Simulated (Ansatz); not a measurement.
The reference is TiS2 in the CdI2 type structure (space group P-3m1, No. 164; layered, stacked along the Cartesian z axis).

```
CELL_PARAMETERS angstrom
      3.36054     0.00000     0.00000
     -1.68027     2.91031     0.00000
      0.00000     0.00000     5.52283
ATOMIC_POSITIONS crystal
  Ti 0.00000 0.00000 0.00000
  S  0.33333 0.66667 0.25856
  S  0.66667 0.33333 0.74144
```

Calculations: PBE-D3(BJ) (Ansatz, a first-principles code), no spin-orbit coupling, earlier PAW set.

One change was made to it. Results:

```csv
quantity,base,after
c/a ratio,1.643,1.650
shortest interatomic distance,2.409 Å,2.262 Å
density,3.44 g/cm³,5.15 g/cm³
```

Question: What was done to the base?
A. pressure 100 GPa
B. pressure 50 GPa
C. pressure 15 GPa
D. pressure 7 GPa
E. pressure −1 GPa

Answer: B, pressure 50 GPa. For comparison, the c/a ratio in the other runs: pressure 100 GPa gives 1.719; pressure 15 GPa gives 1.595; pressure 7 GPa gives 1.597; pressure −1 GPa gives 1.667.

Load acts through the strain it causes; cell and atoms are relaxed under it. Stability against distortions was not tested. No other phases were tried under pressure. The base started in P3m1 and relaxed to P-3m1 at this level. All final runs are without spin polarisation.
